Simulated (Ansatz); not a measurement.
## GaN: response to strain

Take GaN in the wurtzite structure (space group P6_3mc, No. 186; a = 3.183 Å, c = 5.184 Å) as the base. Axes: x lies along a and z along c of the hexagonal cell.

Strains are applied to the cell and any free atomic positions relax; under biaxial strain the out-of-plane vector relaxes too.

Level of theory: r2SCAN, PAW, 500 eV (Ansatz, an electronic-structure program; spin-orbit coupling left out), earlier PAW set.

```json
[
 {"case": "base", "band gap": "2.35 eV", "electron mass": "0.17 mₑ along c, 0.19 mₑ across (at Γ)", "volume per atom": "11.37 Å³", "space group": "P6_3mc (No. 186)"},
 {"case": "biaxial strain −2.25 %, plane normal [001], relaxed out of plane", "band gap": "2.43 eV", "electron mass": "0.17 mₑ out of plane, 0.21 mₑ in plane (at Γ)", "volume per atom": "10.98 Å³", "space group": "P6_3mc (No. 186)"},
 {"case": "isotropic strain +2.28 %", "band gap": "1.88 eV", "electron mass": "0.14 mₑ along c, 0.16 mₑ across (at Γ)", "volume per atom": "12.17 Å³", "space group": "P6_3mc (No. 186)"},
 {"case": "uniaxial strain ε_xx = −4.99 %", "band gap": "2.38 eV", "electron mass": "0.18 mₑ along z, 0.21 mₑ across (at Γ)", "volume per atom": "10.81 Å³", "space group": "Cmc2_1 (No. 36)"},
 {"case": "uniaxial strain ε_yy = +0.16 %", "band gap": "2.34 eV", "electron mass": "0.17 mₑ along z, 0.19 mₑ across (at Γ)", "volume per atom": "11.39 Å³", "space group": "Cmc2_1 (No. 36)"},
 {"case": "tensor shear ε_yz = −2.06 %", "band gap": "2.24 eV", "electron mass": "0.17 mₑ along z, 0.19 mₑ across (at Γ)", "volume per atom": "11.37 Å³", "space group": "Cm (No. 8)"}
]
```

Effective masses come from finite differences of ±0.01 Å⁻¹. No phonon test of stability was made.
